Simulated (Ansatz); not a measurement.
Results of HSE06 in Ansatz (plane waves, PAW) for B (Pnnm, No. 58, 28 atoms in the cell; start mp-1193675; a measured phase of this formula has another space group).

Input file:

Ansatz 0.2 input:
```yaml
crystal:
  lattice:
    - [5.0227897931, 0.0, 0.0]
    - [0.0, 5.5890054198, 0.0]
    - [0.0, 0.0, 6.8756977963]
  atoms:
    - { symbol: B, position: [0.6527087151, 0.9078539312, 0.28994534] }
    - { symbol: B, position: [0.3472912849, 0.0921460688, 0.71005466] }
    - { symbol: B, position: [0.3472912849, 0.0921460688, 0.28994534] }
    - { symbol: B, position: [0.6527087151, 0.9078539312, 0.71005466] }
    - { symbol: B, position: [0.1527087151, 0.5921460688, 0.21005466] }
    - { symbol: B, position: [0.8472912849, 0.4078539312, 0.78994534] }
    - { symbol: B, position: [0.8472912849, 0.4078539312, 0.21005466] }
    - { symbol: B, position: [0.1527087151, 0.5921460688, 0.78994534] }
    - { symbol: B, position: [0.1481849031, 0.7715051466, 0.0] }
    - { symbol: B, position: [0.8518150969, 0.2284948534, 0.0] }
    - { symbol: B, position: [0.6481849031, 0.7284948534, 0.5] }
    - { symbol: B, position: [0.3518150969, 0.2715051466, 0.5] }
    - { symbol: B, position: [0.8354895039, 0.9915702866, 0.5] }
    - { symbol: B, position: [0.1645104961, 0.0084297134, 0.5] }
    - { symbol: B, position: [0.3354895039, 0.5084297134, 0.0] }
    - { symbol: B, position: [0.6645104961, 0.4915702866, 0.0] }
    - { symbol: B, position: [0.3398245343, 0.781276407, 0.3740899858] }
    - { symbol: B, position: [0.6601754657, 0.218723593, 0.6259100142] }
    - { symbol: B, position: [0.6601754657, 0.218723593, 0.3740899858] }
    - { symbol: B, position: [0.3398245343, 0.781276407, 0.6259100142] }
    - { symbol: B, position: [0.8398245343, 0.718723593, 0.1259100142] }
    - { symbol: B, position: [0.1601754657, 0.281276407, 0.8740899858] }
    - { symbol: B, position: [0.1601754657, 0.281276407, 0.1259100142] }
    - { symbol: B, position: [0.8398245343, 0.718723593, 0.8740899858] }
    - { symbol: B, position: [0.1706041895, 0.5223251575, 0.5] }
    - { symbol: B, position: [0.8293958105, 0.4776748425, 0.5] }
    - { symbol: B, position: [0.6706041895, 0.9776748425, 0.0] }
    - { symbol: B, position: [0.3293958105, 0.0223251575, 0.0] }
basis:
  ecutwfc: 460
  ecutrho_ratio: 4
  xc_grid: 2
kpoints:
  mp_grid: { grid: [4, 4, 4] }
  band_path:
    path:
      - [0, 0, 0]
      - [0.0, -0.15625, 0.375]
      - [0.140625, 0.375, -0.5]
    npoints: 1
hamiltonian:
  xc: hse06
  dispersion: none
  pseudopotentials: { kind: paw }
scf:
  occupations: { method: fermi_dirac, width: 0.01 }
  convergence: { dr2_threshold: 0.0000000028 }
output:
  forces: true
  stress: true
  eigenvalues: true
  write_bands: true
```

Excerpt of the program's output:

```
WARN output.stress: scf.convergence.dr2_threshold = 2.8e-9 eV is looser than the 1.6e-9 eV advised for a printed stress (1e-10 eV for each atom of the cell …
WARN output.stress: scf.exx.energy_threshold = 1e-6 eV is looser than the 1.6e-7 eV advised for a stress under a hybrid functional (1e-8 eV for each atom of …
Crystal: 28 atoms, lattice volume = 193.017 Å³
Basis set: ecut = 460 eV, 4299 PW (Γ), exchange–correlation on 72×80×100 points (8 copies of the dense FFT grid, shifted against one another)
Bands: 70, of which v1, the nominal top of the filled ones, is band 42 counted from 1 (41 counted from 0)
Symmetry: 8 space group operations
Space group: Pnnm (ITA 58), of the structure as read, at distance tolerance 5.8e-5 Å
k-points: 27 of 64
SCF iter   1: F=—  HF=-4364.806979 eV  |F-HF|=—  |Δ(HF+E_count)|=         —  Δρ=6.31e-3  dr2=6.88e-2
SCF iter   2: F=—  HF=-4364.790832 eV  |F-HF|=—  |Δ(HF+E_count)|=   1.61e-2  Δρ=2.54e-3  dr2=7.94e-3
  ...
Crystal: 28 atoms, lattice volume = 193.017 Å³
Initial density: handed on by an earlier stage of this run
  ...
  atom   4  B     -0.02156189    -0.01135899    -0.21120276
  atom   5  B     -0.02156189     0.01135899    -0.21120276
  atom   6  B      0.02156189    -0.01135899     0.21120276
  atom   7  B      0.02156189    -0.01135899    -0.21120276
  atom   8  B     -0.02156189     0.01135899     0.21120276
  atom   9  B     -0.02161893    -0.00104541     0.00000000
  atom  10  B      0.02161893     0.00104541     0.00000000
  atom  11  B     -0.02161893     0.00104541     0.00000000
  atom  12  B      0.02161893    -0.00104541     0.00000000
  atom  13  B     -0.00970571     0.03389165     0.00000000
  atom  14  B      0.00970571    -0.03389165     0.00000000
  atom  15  B     -0.00970571    -0.03389165     0.00000000
  atom  16  B      0.00970571     0.03389165     0.00000000
  atom  17  B      0.06687351     0.13469711     0.05223793
  atom  18  B     -0.06687351    -0.13469711    -0.05223793
  atom  19  B     -0.06687351    -0.13469711     0.05223793
  atom  20  B      0.06687351     0.13469711    -0.05223793
  atom  21  B      0.06687351    -0.13469711    -0.05223793
  atom  22  B     -0.06687351     0.13469711     0.05223793
  atom  23  B     -0.06687351     0.13469711    -0.05223793
  atom  24  B      0.06687351    -0.13469711     0.05223793
  atom  25  B     -0.06203558    -0.24359373     0.00000000
  atom  26  B      0.06203558     0.24359373     0.00000000
  atom  27  B     -0.06203558     0.24359373     0.00000000
  atom  28  B      0.06203558    -0.24359373     0.00000000
--- Stress (GPa, compression-positive) ---
       -0.668560       0.000000       0.000000
        0.000000      -0.900129       0.000000
        0.000000       0.000000       0.830986
  P = ⅓ Tr σ = -0.2459 GPa (-2.459 kbar)
```

The PAW data were made under PBE.

Note: cell and atoms aren't relaxed at this level (largest force component 0.24 eV/Å, pressure -0.2 GPa).

A start named mp-… is a Materials Project structure, which need not be a measured phase.

Ansatz is a quantum-chemistry and plane-wave program.
